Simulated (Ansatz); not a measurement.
MgTi3N (model structure, started from the Ni3MgC type, Pm-3m, No. 221, 5 atoms in the cell): bulk modulus B0 by level of theory

No measured value is used here.

```tsv
level (code)	value (GPa)	cell (Å³/atom)
LDA (Ansatz)	161	13.88
PBE (Ansatz)	140	14.74
PBEsol (Ansatz)	150	14.29
r²SCAN (Ansatz)	149	14.59
```

Spin-polarised start: LDA, PBE, PBEsol, r²SCAN. LDA, PBE, PBEsol, r²SCAN: the starting moments vanished in the run, and other orders were not tried. LDA, PBE, PBEsol, r²SCAN: the bulk modulus is −V dP/dV from two relaxed cells at ±2 % in volume. Each level is taken at its own relaxed cell. Cutoffs differ between the levels. Ansatz's density-functional and Hartree–Fock values are scalar-relativistic unless marked +SOC, with PAW data made under PBE.

A model structure was made by putting elements into a prototype or built by hand; it is no filed structure, need not be a known phase, and can be a saddle point held by its symmetry.

Ansatz is a program for electronic structure.
